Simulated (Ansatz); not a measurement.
# Functionals side by side, with their cost (level): BiClO (P4/nmm, 6 atoms in the cell)

```xyz
6
Lattice="3.8467 0.0000 0.0000 0.0000 3.8467 0.0000 0.0000 0.0000 7.4033" Properties=species:S:1:pos:R:3 pbc="T T T"
Bi     0.0000     1.9233     6.1617
Bi     1.9233     0.0000     1.2415
Cl     1.9233     0.0000     4.8386
Cl     0.0000     1.9233     2.5646
O      0.0000     0.0000     0.0000
O      1.9233     1.9233     0.0000
```

Program: Ansatz (an electronic-structure program), default PAW files made with PBE; each row names its functional.

Base settings: basis.ecutwfc = 420 eV; kpoints.mp_grid.grid = 5 5 2; hamiltonian.xc = hse06; hamiltonian.pseudopotentials = {kind: paw} (the program's default PAW files); scf.occupations.method = fixed.

Differences are taken from HSE06, a reference of convenience: it is no measurement, and no ranking of the functionals follows.

Core times come from one kind of shared machine and are given to one figure; runs under 30 s give none.

The starting cell comes from a database of computed structures (which also holds hypothetical and non-ambient phases and stackings), without a prior relaxation at this level. Its lattice was rescaled by a random factor within 2.5 % of one. Spin-orbit coupling is off. In the base run, with a pressure of about 3 GPa the cell is away from its equilibrium volume at this level. Ansatz's pressure includes its estimate of the finite-basis (Pulay) stress.

| level | gap on the mesh less reference (eV) | pressure less reference (GPa) | largest difference in the force on any atom (eV/Å) | core time / reference (rough) |
|---|---|---|---|---|
| PBEsol | -1.081 | -0.70 | 0.329 | – |
| PBE0 | 0.691 | -0.04 | 0.006 | 1 |
| HSE06 | 0.000 | 0.00 | 0.000 | 1 |

PBEsol ran in under 30 s, against roughly 100 s for HSE06.

Keys are those of Ansatz 0.2.
